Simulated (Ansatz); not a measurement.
# GaP: response to strain

Base system: GaP in the zinc blende structure (space group F-43m, No. 216; a = 5.451 Å). Axes: x, y, z lie along the cube axes.

Strains are applied to the cell and any free atomic positions relax; under biaxial strain the out-of-plane vector relaxes too; under stress the whole cell relaxes.

Level of theory: r2SCAN, PAW, 500 eV (Ansatz, a first-principles code; no spin-orbit coupling).

```csv
case,volume per atom,band gap,smallest direct gap,gap character
base,20.25 Å³,1.85 eV,2.36 eV,"indirect, Γ → Γ–X (87 % along)"
"biaxial strain +0.82 %, plane normal [110], relaxed out of plane",___,1.80 eV,2.19 eV,"indirect, Γ → Γ–T (80 % along)"
"biaxial strain +1.56 %, plane normal [110], relaxed out of plane",20.74 Å³,1.74 eV,___,"indirect, Γ → R"
"biaxial strain +2.36 %, plane normal [110], relaxed out of plane",20.99 Å³,1.59 eV,1.83 eV,"indirect, Γ → R"
isotropic strain −1.49 %,19.36 Å³,1.76 eV,2.76 eV,"indirect, Γ → Γ–X (87 % along)"
isotropic strain −1.18 %,19.54 Å³,1.78 eV,2.68 eV,"indirect, Γ → Γ–X (87 % along)"
uniaxial strain ε_zz = −0.49 %,20.15 Å³,1.79 eV,2.39 eV,"indirect, Γ → Γ–M (87 % along)"
"uniaxial stress, 3 GPa tension along x",20.48 Å³,1.69 eV,___,"indirect, Γ → Γ–X (87 % along)"
"uniaxial stress, 2 GPa tension along z",20.40 Å³,1.74 eV,2.24 eV,"indirect, Γ → Γ–X (87 % along)"
tensor shear ε_xy = +0.64 %,20.25 Å³,1.79 eV,2.30 eV,"indirect, Γ → Γ–X (93 % along)"
```

Problem. What belongs in the blanks?

Solution. 
- biaxial strain +0.82 %, plane normal [110], relaxed out of plane, volume per atom: 20.50 Å³
- biaxial strain +1.56 %, plane normal [110], relaxed out of plane, smallest direct gap: 2.02 eV
- uniaxial stress, 3 GPa tension along x, smallest direct gap: 2.18 eV

A biaxial case was relaxed in a doubled cell and then solved in the primitive one. Stability under load was not tested beyond the relaxation. k-point labels follow each cell's own Brillouin zone.
